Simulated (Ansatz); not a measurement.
## ZrO2 under a change: electrons 2.0×10^22 cm⁻³

Take ZrO2 in the fluorite structure (space group Fm-3m, No. 225; a = 5.0893 Å) as the base.

Modification: 0.659 electrons added to each cell, a density of 2.0×10^22 cm⁻³, with a uniform compensating background at fixed cell and a 300 K Fermi–Dirac width.

Method: r2SCAN (Ansatz, an electronic-structure program), spin-orbit coupling left out. k-mesh 20×20×20 (Γ-centred); smearing 0.0259 eV (Fermi–Dirac).

| quantity | base | changed | shift |
|---|---|---|---|
| gap between the host's bands | 3.89 eV | 4.19 eV | +0.30 eV |
| gap character | indirect, X → Γ | indirect, X → Γ | – |
| Fermi level relative to the doped band's edge (positive inside the band; to 0.05 eV) | – | +0.50 eV | – |

Final structure:

```
CELL_PARAMETERS angstrom
      0.00000     2.54467     2.54467
      2.54467     0.00000     2.54467
      2.54467     2.54467     0.00000
ATOMIC_POSITIONS crystal
  Zr 0.00000 0.00000 0.00000
  O  0.25000 0.25000 0.25000
  O  0.75000 0.75000 0.75000
```
Cell charge -0.659102.

Carriers are added with a uniform compensating background; total energy and stress of such cells depend on the potential's zero and are not compared; many-body gap narrowing is missing at this level. No phonon test of stability was made. This is not the structure that ZrO2 has at room temperature and ambient pressure.
